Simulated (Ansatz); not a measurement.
## Pt: response to strain

Take Pt in the fcc (Cu type) structure (space group Fm-3m, No. 225; a = 3.942 Å; relaxed with 0.1 eV smearing) as the base.

Strains are applied to the cell and any free atomic positions relax.

Level of theory: Ansatz (a first-principles code) r2SCAN, without spin-orbit coupling.

| isotropic strain (%) | pressure (GPa) |
|---|---|
| 0 | 0.0 |
| 0.5 | ? |
| 1 | -7.4 |
| 1.5 | -10.7 |
| 2 | -13.6 |
| 2.5 | -16.3 |
| 3 | -18.7 |

**Question.** Fit P = P₀ − Bδ + Cδ² with δ = (1 + ε)³ − 1 to the rows shown and predict the withheld row.

**Answer.** Least squares on the printed values gives P₀ = 0.0 GPa, B = 264 GPa, C = 677 GPa (largest residual 0.0 GPa); this predicts -3.8 GPa, and the run gives -3.9 GPa, in agreement.

No phonon test of stability was made. The final runs are not spin-polarised. Pt lies near a magnetic instability that expansion can trigger; it was not tested.
